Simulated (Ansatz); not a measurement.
Consider CrI3 in the BiI3 type structure (space group R-3, No. 148; ferromagnetic; layered, stacked along the Cartesian z axis).

```yaml
crystal:
  lattice:
    - [3.40909, 1.96824, 6.49258]
    - [-3.40909, 1.96824, 6.49258]
    - [0.00000, -3.93648, 6.49258]
  atoms:
    - { symbol: Cr, position: [0.33385, 0.33385, 0.33385] }
    - { symbol: Cr, position: [0.66615, 0.66615, 0.66615] }
    - { symbol: I, position: [0.07827, 0.73185, 0.42930] }
    - { symbol: I, position: [0.42930, 0.07827, 0.73185] }
    - { symbol: I, position: [0.73185, 0.42930, 0.07827] }
    - { symbol: I, position: [0.92173, 0.26815, 0.57070] }
    - { symbol: I, position: [0.57070, 0.92173, 0.26815] }
    - { symbol: I, position: [0.26815, 0.57070, 0.92173] }
```

Calculations: PBE-D3(BJ) (Ansatz, a program for electronic structure), without spin-orbit coupling.

One change was made to it. Results:

The band gap decreases by 0.45 eV, from 1.08 eV to 0.63 eV; the width of the top valence band rises by 0.59 eV to 1.32 eV; the largest site moment falls by 0.13 μB to 2.79 μB; the gap character changes from indirect, k = (0.167, 0.167, -1/3) in the run's primitive reciprocal basis → T to indirect, Γ → k = (1/3, 1/3, -1/3) in the run's primitive reciprocal basis; the magnetic state is still ferromagnetic.

Task: Which of these changes matches the shifts?
(A) pressure 3 GPa
(B) pressure 7.5 GPa
(C) pressure 1.5 GPa
(D) pressure 0.7 GPa

Result: B, pressure 7.5 GPa. For comparison, the band gap in the other runs: pressure 3 GPa gives 0.87 eV; pressure 0.7 GPa gives 1.04 eV; pressure 1.5 GPa gives 1.00 eV.

Other magnetic orders, which the real material may have, were not ruled out. With I present, leaving out spin-orbit coupling can change the band edges. Load acts through the strain it causes; cell and atoms are relaxed under it. Whether these cells are dynamically stable was not tested. No other phases were tried under pressure. The D3 term's C6 switches between coordination references near this geometry, which can add small steps to energies.
